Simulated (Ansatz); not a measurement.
By PBEsol, the system below comes out a metal.

The ballistic (Sharvin) conductance counts the channels at the Fermi level: G/A = (e²/h) × channels of both spins per area.

Data:

```
HfN
1.0
    3.19027     0.00000     0.00000
    0.00000     4.51172     0.00000
    1.59513     2.25586     1.59513
Hf N
1 1
Direct
  0.00000   0.00000   0.00000
  0.00000   0.50000   0.00000
```

The cell is taken as given; by PBEsol it stands under a pressure of -1.9 GPa.

The current flows along the normal of the first two printed cell vectors, the (110) plane of the conventional cell. No spin-orbit coupling; the value is a mean over 0.1 eV about the Fermi level.

Q: Compute, with Ansatz (an electronic-structure program) with PBEsol, the ballistic conductance per area.

A: 1.2 × 10¹⁵ S/m² for both spins.
